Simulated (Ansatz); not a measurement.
## In2Si2O7 (space group C2/m, No. 12)

```
In2Si2O7
1.0
    3.31601    -4.32478     0.00000
    3.31601     4.32478     0.00000
   -1.03639     0.00000     4.61007
In Si O
2 2 7
Direct
  0.30760   0.69240   0.00000
  0.69240   0.30760   0.00000
  0.22170   0.22170   0.40975
  0.77830   0.77830   0.59025
  0.92110   0.60754   0.78140
  0.07890   0.39246   0.21860
  0.39246   0.07890   0.21860
  0.60754   0.92110   0.78140
  0.00000   0.00000   0.50000
  0.60785   0.60785   0.28250
  0.39215   0.39215   0.71750
```

Calculations: PBEsol in Ansatz (plane waves to 420 eV, PAW, no SOC). k-mesh 5×5×6 (Γ-centred); smearing 0.05 eV (Fermi–Dirac).

Volume per atom: 12.02 Å³
Density: 5.00 g/cm³
Band gap: 2.87 eV, direct at Γ
Lowest conduction-band minima above the VBM: Γ 2.87 eV
Total energy: -1475.205 eV/atom (σ→0; compares only within this code and set-up)

Whether these cells are dynamically stable was not tested.

Ansatz is a first-principles code.
